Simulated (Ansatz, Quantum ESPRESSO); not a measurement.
## ZrBeB (P-6m2, 3 atoms in the cell) computed with different codes at matched settings

Zone-centre phonon calculation.

```xyz
3
Lattice="3.4133 0.0000 0.0000 -1.7066 2.9560 0.0000 0.0000 0.0000 3.4960" Properties=species:S:1:pos:R:3 pbc="T T T"
Zr     0.0000     0.0000     0.0000
Be     0.0000     1.9707     1.7480
B      1.7066     0.9853     1.7480
```

Shared settings, as Ansatz (a program for electronic structure) writes them: kpoints.mp_grid.grid = 11 11 9; scf.occupations.method = gaussian; scf.occupations.width = 0.1 eV. Potentials and cutoffs stand in the table.

```csv
code,model,highest zone-centre frequency (cm⁻¹),cutoff
Quantum ESPRESSO,"LDA (PW92), PseudoDojo standard norm-conserving (LDA) pseudopotentials",671,90 Ry
Ansatz,"LDA (PW92), PAW files made with PBE",669,420 eV
```

The spread over the programs that give each value: highest zone-centre frequency within 2.0 cm⁻¹.

The starting cell comes from a database of computed structures (which also holds hypothetical and non-ambient phases and stackings), without a prior relaxation at this level.

Keys are those of Ansatz 0.2.
